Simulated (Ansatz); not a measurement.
The starting structures come from a database of crystals and need not be the phases stable at ambient conditions.

By PBEsol, the system below comes out a metal.

A figure of merit of an interconnect metal is its ballistic conductance per area.

Data:

```
AgSc
1.0
    3.42110     0.00000     0.00000
    0.00000     4.83817     0.00000
    0.00000     2.41908     2.41908
Sc Ag
1 1
Direct
  0.50000   0.50000   0.00000
  0.00000   0.00000   0.00000
```

The cell is taken as given; by PBEsol it stands under a pressure of -2.9 GPa.

The current flows along the normal of the first two printed cell vectors, the (110) plane of the conventional cell. No spin-orbit coupling; the value is a mean over 0.1 eV about the Fermi level.

### Question
Estimate the ballistic conductance per area that PBEsol run with Ansatz (a quantum-chemistry and plane-wave program) returns for this system.

### Answer
0.73 × 10¹⁵ S/m² for both spins.
